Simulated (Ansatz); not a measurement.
Structures of equal composition on the (111) surface of fcc Ni, ferromagnetic: one row in 3 of the top plane missing; (√3x√3)R30°, one Ni site of the top plane empty. The slabs share one bottom face, and each structure is named by its start. These are constructed structures in small cells; real faces may alloy, dewet or reconstruct in larger ones, and not all known structures of the face are among them. Slabs of about 10 Å with all that they carry, Fermi-Dirac smearing of 0.1 eV. Bottom of the slabs: a bare face, its two planes held. Relaxed from the named starts with such symmetry as they have, on meshes of like density; energies extrapolated to zero smearing; no spin-orbit coupling, no U. Spin-polarised runs, if any, are marked in brackets, and their order is one that fits the cell; the others ran without spin. Where a second, spin-polarised start was run, the lower counts. The cells differ, so small differences also carry the error of unlike k-meshes.

All values below come from PBE (plane waves to 420 eV, PAW; Ansatz, a quantum-chemistry and plane-wave program).

Problem. Rank these by energy per 1x1 cell (lowest first), as PBE gives it.

Solution. one row in 3 of the top plane missing (0.00 eV [spin, 11.2 μB a cell]), (√3x√3)R30°, one Ni site of the top plane empty (0.09 eV [spin, 11.3 μB a cell])
